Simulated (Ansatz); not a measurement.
Ge (model structure, within 0.1 Å of Fd-3m, No. 227, 2 atoms in the cell)

These are PBE0 (PAW; Ansatz, a quantum-chemistry and plane-wave program) values and carry that method's errors.

Numerical settings: plane-wave cutoff 460 eV, 8×8×8 k mesh, Fermi–Dirac smearing 0.01 eV, scalar-relativistic PAW data made under PBE.

Cell (relaxed with PBE-D3(BJ)):

```
Ge
1.0
    3.48953    -2.01544    -0.02608
    3.48953     2.01544    -0.02608
   -2.30511     0.00000     3.30850
Ge
2
Direct
  0.87505   0.87505   0.12505
  0.12495   0.12495   0.87495
```

```yaml
band_gap: 1.13 eV (on the SCF k mesh) (direct)
```

Note: cell and atoms aren't relaxed at this level (pressure -0.8 GPa).

Spin–orbit coupling is not included.

A model structure was made by putting elements into a prototype or built by hand; here it ended with the formula and space group of a phase in our tables.
